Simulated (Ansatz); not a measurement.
# CdS: biaxial strain −2.40 %, plane normal [001], relaxed out of plane

Start from CdS in the wurtzite structure (space group P6_3mc, No. 186; a = 4.0741 Å, c = 6.6367 Å). Axes: x lies along a and z along c of the hexagonal cell.

Now apply this change: compressive biaxial strain of 2.40 % in the plane normal to [001], as in epitaxy on a mismatched substrate; the out-of-plane cell vector and the atoms relax.

All numbers come from LDA in Ansatz (plane waves to 420 eV, PAW, no SOC). Γ-centred 9×9×5 mesh, Fermi–Dirac width 0.05 eV.

| quantity | base | changed | shift |
|---|---|---|---|
| shortest interatomic distance | 2.491 Å | 2.472 Å | -0.019 Å |
| pressure (mean of the normal stresses, compression positive) | 0.00 GPa | 1.67 GPa | +1.67 GPa |
| band gap | 1.03 eV | 0.96 eV | -0.07 eV |
| gap character | direct at Γ | direct at Γ | – |
| width of the top valence band | 1.87 eV | 2.00 eV | +0.13 eV |
| electron mass | 0.11 mₑ along c, 0.11 mₑ across (at Γ) | 0.10 mₑ out of plane, 0.12 mₑ in plane (at Γ) | – |
| valence-band top at Γ (three highest levels, from the VBM) | 0.00, 0.00, -0.06 eV | 0.00, 0.00, -0.26 eV | – |
| out-of-plane strain | – | +2.33 % | – |
| ratio −ε⊥/ε∥ | – | 0.97 | – |
| mean in-plane stress (compression positive) | – | +2.5 GPa | – |

Final structure (turned so that z lies along the plane normal):

```xyz
4
Lattice="3.9763 0.0000 0.0000 1.9882 3.4436 0.0000 0.0000 0.0000 6.7915" Properties=species:S:1:pos:R:3 pbc="T T T"
Cd     1.9882     1.1479     0.0411
Cd     3.9763     2.2957     3.4369
S      1.9882     1.1479     2.5193
S      3.9763     2.2957     5.9150
```

Masses are band curvatures over ±0.01 Å⁻¹ around the edge. Whether these cells are dynamically stable was not tested.

Ansatz is an electronic-structure program.
